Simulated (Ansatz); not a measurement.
Results of LDA in Ansatz (plane waves, PAW) for Ti3Ga (model structure, started from the Cu3Au type, Pm-3m, No. 221, 4 atoms in the cell).

Run with plane-wave cutoff 520 eV, 14×14×14 k mesh, Fermi–Dirac smearing 0.05 eV, no spin polarisation, scalar-relativistic PAW data made under PBE.

Cell (relaxed at this level):

```xyz
4
Lattice="3.9190 0.0000 0.0000 0.0000 3.9190 0.0000 0.0000 0.0000 3.9190" Properties=species:S:1:pos:R:3 pbc="T T T"
Ti     0.0000     1.9595     1.9595
Ti     1.9595     1.9595     0.0000
Ti     1.9595     0.0000     1.9595
Ga     0.0000     0.0000     0.0000
```

Question: What does this level give for the bulk modulus B0?

Answer: 
* **bulk modulus B0**: 135 GPa

Note: the run has no spin polarisation, so it can have missed a magnetic state; the bulk modulus is −V dP/dV from two relaxed cells at ±2 % in volume; the relaxation could raise the start's symmetry but not lower it, so the cell can be a saddle point.

The computed numbers hold no vibrational or temperature effects.

Computing time: very roughly 2.3 core-minutes.

A model structure was made by putting elements into a prototype or built by hand; it is no filed structure, need not be a known phase, and can be a saddle point held by its symmetry.

Ansatz is a quantum-chemistry and plane-wave program.
